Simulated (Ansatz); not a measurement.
Take TiO$_{2}$ in the anatase structure (space group I4_1/amd, No. 141; a = 3.7988 Å, c = 9.7008 Å) as the base.

Method: Ansatz (a quantum-chemistry and plane-wave program), PBE, PAW, cutoff 420 eV, without spin-orbit coupling.

One change was made to it. Results:

The band gap drops by 0.31 eV (2.13 eV → 1.82 eV); the smallest direct gap grows by 0.034 eV to 2.47 eV; the c/a ratio shrinks by 0.2432, from 2.554 to 2.310; the volume per atom drops by 1.612 Å³, from 11.67 Å³ to 10.05 Å³.

**Question.** Which of these changes matches the shifts?
(A) pressure 4.2 GPa
(B) pressure 30 GPa
(C) pressure 1.8 GPa

**Answer.** B, pressure 30 GPa. For comparison, the band gap in the other runs: pressure 4.2 GPa gives 2.10 eV; pressure 1.8 GPa gives 2.12 eV.

Load acts through the strain it causes; cell and atoms are relaxed under it. Whether these cells are dynamically stable was not tested. No other phases were tried under pressure. All final runs are without spin polarisation.
